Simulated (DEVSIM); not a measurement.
Device: In0.53Ga0.47As p-i-n diode, at 400 K.

Layer 1 from the left is In0.53Ga0.47As, thickness (μm) 0.440, Na (cm⁻³) 3.8e17, τn (s) 9.4e-10, τp (s) 9.4e-10. Layer 2 from the left is In0.53Ga0.47As, thickness (μm) 1.60, Nd (cm⁻³) 9.8e12, τn (s) 9.4e-10, τp (s) 9.4e-10. Layer 3 from the left is In0.53Ga0.47As, thickness (μm) 1.20, Nd (cm⁻³) 1.1e17, τn (s) 9.4e-10, τp (s) 9.4e-10.

Left contact: ohmic. Right contact: ohmic. Voltage is applied to the left contact. Recombination: SRH at mid-gap. Mobility is constant in doping.

The device is made up for the run: typed textbook-type constants, with dimensions and the other settings drawn at random. Values at 300 K; Nc and Nv go as T^1.5, mobilities as T to minus their exponent, the gap by Varshni's rule with the affinity fixed.

In0.53Ga0.47As: gap (eV) 0.74, affinity (eV) 4.51, permittivity 13.9, Nc (cm⁻³) 2.1e17, Nv (cm⁻³) 7.7e18, μn (cm²/Vs) 12000, μp (cm²/Vs) 300, T exponent of μn 1.6, T exponent of μp 1.6, Varshni α (eV/K) 0.00035, Varshni β (K) 190.

Model (solved in DEVSIM): 1D drift-diffusion, Boltzmann statistics, complete ionisation; no tunnelling, impact ionisation, image-force lowering or self-heating.

Task: What does the simulation give for the potential step across the device at zero bias, the dark forward voltage at 100 A/cm², the dark forward voltage at 1 A/cm²?

Result: potential step across the device at zero bias 0.554 V; dark forward voltage at 100 A/cm² 0.294 V; dark forward voltage at 1 A/cm² 0.071 V.
